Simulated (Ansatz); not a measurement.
The starting structures come from a database of crystals and need not be the phases stable at ambient conditions.

 Where the default PAW files enter, the runs use the earlier of Ansatz's two default sets.

By LDA and PBEsol, the system below comes out a metal.

Consider the following.

```yaml
crystal:
  lattice:
    - [3.07005, 0.00000, 0.00000]
    - [0.00000, 4.67843, 0.00000]
    - [1.53503, 0.00000, 2.65874]
  atoms:
    - { symbol: W, position: [0.33333, 0.25367, 0.33333] }
    - { symbol: W, position: [0.66667, 0.74633, 0.66667] }
    - { symbol: C, position: [0.00000, 0.00000, 0.00000] }
```

Space group of this cell: P-3m1. The cell is taken as given; by PBEsol its mean pressure is -10.1 GPa.

The current runs along the normal of the first two printed vectors, the (100) plane. All runs by Ansatz (a first-principles code), plane waves and PAW, without spin-orbit coupling; the base is PBEsol.

```
run                                                      mean pressure (GPa)  G/A, both spins (10¹⁵ S/m²)
-------------------------------------------------------  -------------------  ---------------------------
base                                                                   -10.1                         0.93
all lengths scaled by 0.98                                              11.7                         0.97
all lengths scaled by 1.02                                             -26.5                         0.89
lda in place of pbesol                                                 -15.4                         0.92
lengths across the current scaled by 0.98, ions clamped                  4.0                         0.96
lengths across the current scaled by 1.02, ions clamped                -21.5                   (withheld)
lengths along the current scaled by 0.97, ions clamped                   0.2                         0.97
lengths along the current scaled by 1.03, ions clamped                 -18.5                         0.92
```

Question: Fill in the missing entries.

Answer: 
- lengths across the current scaled by 1.02, ions clamped, G/A, both spins (10¹⁵ S/m²): 0.90
